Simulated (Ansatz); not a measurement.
Structures of equal composition on the (0001) surface of 4H silicon carbide (Si plane on top): (√3x√3)R30° C adatom at H3; (√3x√3)R30° C adatom at T4. The slabs share one bottom face, and each structure is named by its start. These are constructed structures in small cells; real faces may alloy, dewet or reconstruct in larger ones, and not all known structures of the face are among them. Slabs of about 10 Å, Fermi-Dirac smearing of 0.025 eV. Bottom of the slabs: H caps. Relaxed from the named starts with such symmetry as they have, on meshes of like density; energies extrapolated to zero smearing; spin only where a row says so; no spin-orbit coupling, no U. Brackets mark spin-polarised runs, whose order is one that fits the cell. Where a second, spin-polarised start was run, the lower counts.

These are PBE (plane waves to 420 eV, PAW; Ansatz, a first-principles code) values and carry that method's errors.

Put the candidates in order of energy per 1x1 cell, lowest first, for PBE.

(√3x√3)R30° C adatom at H3 (0.000 eV [spin, 1.0 μB a cell], gap 0.77 eV on the mesh), (√3x√3)R30° C adatom at T4 (0.036 eV [spin, 0.7 μB a cell], no gap on the mesh)
